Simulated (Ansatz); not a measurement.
# What O → C does to MgO

Base system: MgO in the rock salt structure (space group Fm-3m, No. 225; a = 4.214 Å).

It is then changed as follows: full substitution O → C, then cell and atoms are relaxed.

The values are results of PBEsol (Ansatz, a quantum-chemistry and plane-wave program), spin-orbit coupling left out, not measurements. k-mesh 17×17×17 (Γ-centred); smearing 0.05 eV (Fermi–Dirac), for the changed cell.

The volume per atom rises by 2.68 Å³ (9.35 Å³ → 12.03 Å³) and the density shrinks by 1.07 g/cm³, from 3.58 g/cm³ to 2.51 g/cm³. The space group is still Fm-3m (No. 225) and the shortest interatomic distance goes up by 0.184 Å to 2.291 Å. The band gap becomes zero (base: 4.62 eV).

Cost of the whole job for the changed cell (relaxation, final SCF and bands): about 15 core-seconds (a rough figure).

Whether these cells are dynamically stable was not tested. As relaxed here, MgC is a hypothetical phase, not in the database extracts checked. The final runs are not spin-polarised.
